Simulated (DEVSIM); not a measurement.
Device: illuminated Si n-on-p cell, one wavelength, at 300 K.

Layer 1 from the left is Si, thickness (μm) 0.150, Nd (cm⁻³) 4e18, τn (s) 2.8e-6, τp (s) 1.2e-6, absorption coefficient (cm⁻¹) 4700. Layer 2 from the left is Si, thickness (μm) 62.0, Na (cm⁻³) 4.3e16, τn (s) 2.3e-5, τp (s) 2.3e-5, absorption coefficient (cm⁻¹) 4700.

Left contact: ohmic, minority hole recombination velocity 800 cm/s. Right contact: ohmic, minority electron recombination velocity 400 cm/s. Voltage is applied to the left contact. Recombination: SRH at mid-gap, radiative, Auger. Light enters at the left, 1.1e17 photons cm⁻² s⁻¹, one pass, no reflection. Mobility is constant in doping.

Constants are typed, rounded textbook-type inputs, not results; the design itself was drawn at random and stands for no fabricated device. Values at 300 K.

Si: gap (eV) 1.124, affinity (eV) 4.05, permittivity 11.7, Nc (cm⁻³) 2.86e19, Nv (cm⁻³) 3.1e19, μn (cm²/Vs) 1417, μp (cm²/Vs) 470, B (cm³/s) 4.7e-15, Cn (cm⁶/s) 2.8e-31, Cp (cm⁶/s) 9.9e-32.

Simulated with DEVSIM: 1D drift-diffusion, Boltzmann statistics, complete ionisation; no tunnelling, impact ionisation, image-force lowering or self-heating.

Dark forward current:

```tsv
|V| (V)	|J| (A/cm²)
0.05	8.484e-11
0.10	3.067e-10
0.15	9.556e-10
0.20	3.069e-9
0.25	1.117e-8
0.30	4.919e-8
0.35	2.621e-7
0.40	1.595e-6
0.45	1.042e-5
0.50	7.034e-5
0.55	0.0004815
0.60	0.003315
0.65	0.02280
0.70	0.1540
0.75	0.9604
0.80	5.422
0.85	30.39
0.90	163.4
0.95	741.9
1.00	2430
```

Q: Work out the local ideality factor n = ΔV / (kT/q · ln(J2/J1)) between the rows 0.15 and 0.20 V, 0.55 and 0.60 V, 0.95 and 1.00 V.

A: kT/q = 25.85 mV. From 0.15 to 0.20 V: ln(3.069e-9/9.556e-10) = 1.167, n = 1.66. From 0.55 to 0.60 V: ln(0.003315/0.0004815) = 1.929, n = 1.00, near the 1 of diffusion or emission over a barrier. From 0.95 to 1.00 V: ln(2430/741.9) = 1.186, n = 1.63.

Q: What current could the absorbed light give at most, and what share is collected?

A: Σ αd = 29.2, so qΦ(1 − exp(−Σ αd)) = 17.6 mA/cm². The simulated short-circuit current is 17.57 mA/cm², a share of 1.00.

Q: Estimate the open-circuit voltage by superposition: the voltage at which the dark current equals that short-circuit current.

A: Interpolating ln J in the table gives 0.643 V. The simulation gives 0.643 V, the same within the digits that matter. Superposition holds where collection doesn't change with voltage.

Q: Estimate the fill factor from FF0 = (v − ln(v + 0.72))/(v + 1), v = qVoc/(nkT), with n from the dark curve.

A: The rows about Voc, 0.60 and 0.65 V, give n = 1.00, so v = 24.8 and FF0 = 0.836. The simulation gives 0.835, the same within the digits that matter.
